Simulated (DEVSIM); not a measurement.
System: Ru/TiO2/n-InP capacitor, at 300 K.

| layer (left to right) | material | thickness (nm) | Nd (cm⁻³) |
|---|---|---|---|
| 1 | TiO2 | 19.0 | - |
| 2 | InP | 1700 | 1.3e17 |

Metal gate on the left, work function 4.7 eV. Fixed charge at the semiconductor interface 0 cm⁻² (in units of +e); no interface traps.

The device is made up for the run: typed textbook-type constants, with dimensions and the other settings drawn at random. Values at 300 K.

| parameter | TiO2 | InP |
|---|---|---|
| gap (eV) | 3.2 | 1.344 |
| affinity (eV) | 3.9 | 4.38 |
| permittivity | 60 | 12.5 |
| Nc (cm⁻³) | - | 5.7e17 |
| Nv (cm⁻³) | - | 1.1e19 |

DEVSIM, 1D Poisson equation in equilibrium, Boltzmann statistics, complete ionisation; no quantum confinement or tunnelling. Metal contacts follow the ideal Schottky-Mott rule: no Fermi-level pinning, no interface dipoles.

The substrate doping was swept, all else fixed.

```json
[
 {"substrate doping (cm^-3)": "6.5e15", "flat-band voltage (V)": "0.20", "minimum of the low-frequency capacitance (μF/cm²)": "0.0257", "threshold voltage (band bending 2φF) (V)": "-0.85"},
 {"substrate doping (cm^-3)": "1.3e16", "flat-band voltage (V)": "0.22", "minimum of the low-frequency capacitance (μF/cm²)": "0.0359", "threshold voltage (band bending 2φF) (V)": "-0.88"},
 {"substrate doping (cm^-3)": "2.6e16", "flat-band voltage (V)": "0.24", "minimum of the low-frequency capacitance (μF/cm²)": "0.0486", "threshold voltage (band bending 2φF) (V)": "-0.90"},
 {"substrate doping (cm^-3)": "6.5e16", "flat-band voltage (V)": "0.26", "minimum of the low-frequency capacitance (μF/cm²)": "(withheld)", "threshold voltage (band bending 2φF) (V)": "(withheld)"},
 {"substrate doping (cm^-3)": "1.3e17", "flat-band voltage (V)": "0.28", "minimum of the low-frequency capacitance (μF/cm²)": "0.103", "threshold voltage (band bending 2φF) (V)": "-0.99"},
 {"substrate doping (cm^-3)": "2.6e17", "flat-band voltage (V)": "0.30", "minimum of the low-frequency capacitance (μF/cm²)": "0.141", "threshold voltage (band bending 2φF) (V)": "-1.05"}
]
```

**Question.** Complete the blanks.

**Answer.** 
- 6.5e16, minimum of the low-frequency capacitance (μF/cm²): 0.0748
- 6.5e16, threshold voltage (band bending 2φF) (V): -0.95
